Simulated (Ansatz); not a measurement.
**Response to strain in TlBr**

The reference is TlBr in the CsCl type structure (space group Pm-3m, No. 221; a = 3.840 Å). Axes: x, y, z lie along the cube axes.

Strains are applied to the cell and any free atomic positions relax; under biaxial strain the out-of-plane vector relaxes too.

The values are results of LDA/PAW in Ansatz (a program for electronic structure), no spin-orbit coupling, not measurements.

Candidates:
(a) biaxial strain +1.00 %, plane normal [001], relaxed out of plane
(b) biaxial strain −1.00 %, plane normal [001], relaxed out of plane
(c) biaxial strain −3.00 %, plane normal [001], relaxed out of plane
(d) biaxial strain +0.50 %, plane normal [001], relaxed out of plane

Question: Order them by out-of-plane strain, lowest first.

Answer: (a) biaxial strain +1.00 %, plane normal [001], relaxed out of plane (-0.99 %), (d) biaxial strain +0.50 %, plane normal [001], relaxed out of plane (-0.51 %), (b) biaxial strain −1.00 %, plane normal [001], relaxed out of plane (+1.01 %), (c) biaxial strain −3.00 %, plane normal [001], relaxed out of plane (+3.22 %)

Whether these cells are dynamically stable was not tested.
